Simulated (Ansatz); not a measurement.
The structure below was relaxed with PBEsol/PAW in Ansatz (an electronic-structure program), without spin-orbit coupling, at pressure −1 GPa.

```yaml
crystal:
  lattice:
    - [-2.92857, 3.43467, 6.25322]
    - [2.92857, -3.43467, 6.25322]
    - [2.92857, 3.43467, -6.25322]
  atoms:
    - { symbol: Cs, position: [0.21677, 0.71677, 0.50000] }
    - { symbol: Cs, position: [0.78323, 0.28323, 0.50000] }
    - { symbol: Au, position: [0.50000, 0.50000, 0.00000] }
    - { symbol: Au, position: [0.00000, 0.00000, 0.00000] }
    - { symbol: F, position: [0.21897, 0.50000, 0.71897] }
    - { symbol: F, position: [0.78103, 0.50000, 0.28103] }
    - { symbol: F, position: [0.34552, 0.34552, 0.00000] }
    - { symbol: F, position: [0.65448, 0.65448, 0.00000] }
    - { symbol: F, position: [0.69423, 0.88841, 0.80582] }
    - { symbol: F, position: [0.30577, 0.11159, 0.19418] }
    - { symbol: F, position: [0.08260, 0.88841, 0.19418] }
    - { symbol: F, position: [0.91740, 0.11159, 0.80582] }
```

Q: Find the space group and the Wyckoff positions.

A: Space group Immm (No. 71); a = 5.8571 Å, b = 6.8693 Å, c = 12.5064 Å, α = β = γ = 90.00°

```json
[
 {"atom": "Cs", "site": "4j", "symmetry": "mm2", "x": "0.5000", "y": "0.0000", "z": "0.2168"},
 {"atom": "Au", "site": "2c", "symmetry": "mmm", "x": "0.0000", "y": "0.0000", "z": "0.5000"},
 {"atom": "Au", "site": "2a", "symmetry": "mmm", "x": "0.0000", "y": "0.0000", "z": "0.0000"},
 {"atom": "F", "site": "4h", "symmetry": "m2m", "x": "0.5000", "y": "0.2190", "z": "0.0000"},
 {"atom": "F", "site": "4i", "symmetry": "mm2", "x": "0.0000", "y": "0.0000", "z": "0.3455"},
 {"atom": "F", "site": "8l", "symmetry": "m..", "x": "0.0000", "y": "0.1942", "z": "0.1116"}
]
```

Load acts through the strain it causes; cell and atoms are relaxed under it. Stability against distortions was not tested. The cell was made from CsAuF₄ (space group Immm, No. 71; a cell from a computed database, its experimental status unchecked) by this change: pressure −1 GPa.
